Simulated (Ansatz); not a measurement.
Single solute atoms on Mo sites of bcc Mo, each beside a vacancy: the barrier for the solute to jump into the vacancy, counted from the relaxed pair on adjacent sites of that sublattice. PBE (Ansatz, a quantum-chemistry and plane-wave program, plane waves to 420 eV, PAW), climbing-image NEB, 36 sites, 3×3×5 shifted, energies as single points at geometries from a coarser mesh; static nuclei, fixed cell, no finite-size correction. This jump alone does not carry the solute far: the vacancy must also move round it. All rows are spin-restricted. Spin-orbit coupling is left out.

The jump length is the distance between the solute's relaxed places before and after the jump, so it follows from relaxing the pair, without the band.

```csv
Row,Solute,Jump length x (Å),Barrier y (eV)
1,Ta,2.57,1.10
2,Pd,2.22,0.54
3,Mg,2.29,0.46
4,Pt,2.27,0.65
5,Re,2.76,1.37
6,Au,1.91,0.45
7,Ir,2.68,?
```

Problem. Fit a straight line of barrier against jump length to rows 1 to 6, predict row 7, and compare with the computed barrier.

Solution. Means: x̄ = 2.337 Å, ȳ = 0.762 eV. Sums of products of deviations: Sxx = 0.4359 Å², Sxy = 0.5168 eV Å, Syy = 0.7343 eV². Slope: Sxy/Sxx = 1.19 eV/Å; r² = Sxy²/(Sxx Syy) = 0.83; scatter about the line: √[(Syy − Sxy²/Sxx)/(6 − 2)] = 0.17 eV. Row 7: 0.762 + 1.19 × (2.68 − 2.337) ≈ 1.17 eV. The computed barrier is 0.89 eV, -0.28 eV from the line, beyond the scatter; the mean ȳ alone misses it by 0.13 eV.
